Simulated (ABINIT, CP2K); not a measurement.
An ABINIT input for a self-consistent single point of Ca2GaCu2 (Immm, 5 atoms in the cell) (DFT, PBEsol, plane waves, PAW (JTH v2.0 PBE PAW, files made for PBE)):

```
# Ca2GaCu2, JTH v2.0 PBE PAW
pp_dirpath "./"
pseudos "Ca.GGA_PBE-JTH.xml, Ga.GGA_PBE-JTH.xml, Cu.GGA_PBE-JTH.xml"
acell 10.8895610064 10.8895610064 10.8895610064
rprim
        -0.3794983333    0.4735174731    0.7948347109
         0.3794983333   -0.4735174731    0.7948347109
         0.3794983333    0.4735174731   -0.7948347109
natom 5
ntypat 3
znucl 20 31 29
typat 1 1 2 3 3
xcart
         4.1325702524    0.0000000000    5.2882769487
        -0.0000000000    5.1563974105    3.3671241261
         0.0000000000    0.0000000000    0.0000000000
        -0.0000000000    2.5417945395    8.6554010748
         4.1325702524    2.6146028710    0.0000000000
ecut 816 eV
pawecutdg 1633 eV
pawxcdev 0
ixc -116133
occopt 3
tsmear 0.00367493
nband 46
kptopt 1
ngkpt 5 5 5
nshiftk 1
shiftk 0 0 0
nstep 60
tolvrs 1.0e-11
prtwf 0
prtden 0
enunit 2
```

**Question.** Give the CP2K input for the same structure, mesh, smearing and functional.

**Answer.** This is the input that was run; spellings and numerical settings could be chosen otherwise.

```
&GLOBAL
  PROJECT scf
  RUN_TYPE ENERGY_FORCE
  PRINT_LEVEL LOW
&END GLOBAL
&FORCE_EVAL
  METHOD Quickstep
  STRESS_TENSOR ANALYTICAL
  &DFT
    BASIS_SET_FILE_NAME BASIS_MOLOPT
    POTENTIAL_FILE_NAME GTH_POTENTIALS
    &QS
      METHOD GPW
      EPS_DEFAULT 1E-10
    &END QS
    &MGRID
      CUTOFF 600
      REL_CUTOFF 50
      NGRIDS 5
    &END MGRID
    &SCF
      SCF_GUESS ATOMIC
      EPS_SCF 1E-6
      MAX_SCF 100
      ADDED_MOS 10
      &DIAGONALIZATION
        ALGORITHM STANDARD
      &END DIAGONALIZATION
      &MIXING
        METHOD BROYDEN_MIXING
        ALPHA 0.3
        NBUFFER 8
      &END MIXING
      &SMEAR ON
        METHOD FERMI_DIRAC
        ELECTRONIC_TEMPERATURE [K] 1160.45
      &END SMEAR
    &END SCF
    &KPOINTS
      SCHEME MONKHORST-PACK 5 5 5
    &END KPOINTS
    &XC
      &XC_FUNCTIONAL
        &PBE
          PARAMETRIZATION PBESOL
        &END PBE
      &END XC_FUNCTIONAL
    &END XC
    &PRINT
      &MO
        EIGENVALUES T
        OCCUPATION_NUMBERS T
        NDIGITS 8
        FILENAME mo
        &EACH
          QS_SCF 0
        &END EACH
        ADD_LAST NUMERIC
      &END MO
      &MULLIKEN OFF
      &END MULLIKEN
    &END PRINT
  &END DFT
  &SUBSYS
    &CELL
      ABC 5.76250800 5.76250807 5.76250785
      ALPHA_BETA_GAMMA 135.39478117 123.47427038 74.72070382
      PERIODIC XYZ
    &END CELL
    &COORD
      SCALED
      Ca       0.30549000     0.80549000     0.50000000
      Ca       0.69451000     0.19451000     0.50000000
      Ga       0.00000000     0.00000000     0.00000000
      Cu       0.74647000     0.50000000     0.24647000
      Cu       0.25353000     0.50000000     0.75353000
    &END COORD
    &KIND Ca
      BASIS_SET DZVP-MOLOPT-SR-GTH-q10
      POTENTIAL GTH-PBE-q10
    &END KIND
    &KIND Ga
      BASIS_SET DZVP-MOLOPT-SR-GTH-q13
      POTENTIAL GTH-PBE-q13
    &END KIND
    &KIND Cu
      BASIS_SET DZVP-MOLOPT-SR-GTH-q11
      POTENTIAL GTH-PBE-q11
    &END KIND
  &END SUBSYS
  &PRINT
    &FORCES ON
    &END FORCES
    &STRESS_TENSOR ON
    &END STRESS_TENSOR
  &END PRINT
&END FORCE_EVAL
```

Basis, cutoffs, solver keys and any potentials are the target program's own. This input uses DFT PBEsol, GPW, DZVP-MOLOPT-SR-GTH basis, GTH-PBE potentials (GTH_POTENTIALS).

The starting cell comes from a database of computed structures (which also holds hypothetical and non-ambient phases and stackings), without a prior relaxation at this level. Its lattice was rescaled by a random factor within 2.5 % of one.
